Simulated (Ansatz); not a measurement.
Start from BeSe in the zinc blende structure (space group F-43m, No. 216).

```yaml
crystal:
  lattice:
    - [0.00000, 2.54081, 2.54081]
    - [2.54081, 0.00000, 2.54081]
    - [2.54081, 2.54081, 0.00000]
  atoms:
    - { symbol: Be, position: [0.00000, 0.00000, 0.00000] }
    - { symbol: Se, position: [0.25000, 0.25000, 0.25000] }
```

Cartesian axes are those of the cell as printed.

Method: LDA, PAW, 420 eV (Ansatz, an electronic-structure program; no spin-orbit coupling).

For the base:

```
Quantity    Value
--------  -------
Band gap  2.40 eV
```

Modification: biaxial strain +1.25 %, plane normal [111], relaxed out of plane (Cartesian); in-plane vectors clamped, the third vector and the atoms free.

Q: Estimate the effect on the hole mass.

A: The hole mass comes out as 0.15 mₑ out of plane, 0.97 mₑ in plane (at Γ).

Q: What does the calculation give for the band gap after the change?

A: The band gap falls by 0.05 eV (2.40 eV → 2.35 eV).

Q: How does this affect the ratio −ε⊥/ε∥?

A: The ratio −ε⊥/ε∥ is 0.41.

Effective masses come from finite differences of ±0.01 Å⁻¹. No phonon test of stability was made.
